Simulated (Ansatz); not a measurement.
Base system: InAs in the zinc blende structure (space group F-43m, No. 216; a = 6.1096 Å). Axes: x, y, z lie along the cube axes.

Method: r2SCAN in Ansatz (plane waves to 500 eV, PAW, no spin-orbit coupling).

Strains are applied to the cell and any free atomic positions relax; under biaxial strain the out-of-plane vector relaxes too.

One change was made to it. Results:

| quantity | base | after |
|---|---|---|
| valence-band top at Γ (three highest levels, from the VBM) | 0.00, 0.00, 0.00 eV | 0.00, 0.00, -0.28 eV |
| volume per atom | 28.51 Å³ | 27.82 Å³ |

Which of these changes matches the shifts?
A. biaxial strain −1.00 %, plane normal [001], relaxed out of plane
B. biaxial strain −0.50 %, plane normal [001], relaxed out of plane
C. biaxial strain −2.00 %, plane normal [001], relaxed out of plane
D. biaxial strain −2.50 %, plane normal [001], relaxed out of plane

D, biaxial strain −2.50 %, plane normal [001], relaxed out of plane. For comparison, the valence-band top at Γ in the other runs: biaxial strain −1.00 %, plane normal [001], relaxed out of plane gives 0.00, 0.00, -0.11 eV; biaxial strain −0.50 %, plane normal [001], relaxed out of plane gives 0.00, 0.00, -0.05 eV; biaxial strain −2.00 %, plane normal [001], relaxed out of plane gives 0.00, 0.00, -0.22 eV.

The levels and masses belong to the bands next to the band gap. Whether these cells are dynamically stable was not tested.

Ansatz is an electronic-structure program.
